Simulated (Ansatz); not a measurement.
System: PdCl₂ (P2₁/c, No. 14, 6 atoms in the cell; start mp-1018891). Method: PBE0 (Ansatz, a first-principles code, plane waves, PAW).

Run with plane-wave cutoff 500 eV, 4×6×4 k mesh (along the axes of the cell as run), gaussian smearing 0.02 eV, scalar-relativistic PAW data made under PBE.

Cell (relaxed with PBEsol):

PdCl2 is taken in the monoclinic space group P2₁/c (No. 14), Pearson symbol mP6. Cell: a = 5.4640 Å, b = 4.2343 Å, c = 6.2291 Å, α = γ = 90.00°, β = 100.10°. Pd on 2c is coordinated by 4 Cl at 2.292–2.294 Å (square planar). Cl on 4e has 2 Pd at 2.292–2.294 Å (bent). (Neighbours: up to the widest gap in distance over summed covalent radii, below 1.35, at either atom; cation-cation and far metal-metal contacts left out.)

Task: Give the computed band gap.

Result: 
band gap: 3.20 eV (on the SCF k mesh)

Note: cell and atoms aren't relaxed at this level (pressure 2.0 GPa); the cell has widely spaced layers and the level no dispersion term, so their spacing and the moduli can rest on weak binding.

Spin–orbit coupling is not included.

Computed values are for the static lattice.

The result took roughly 12 core-minutes.

A start named mp-… is a Materials Project structure, which need not be a measured phase.
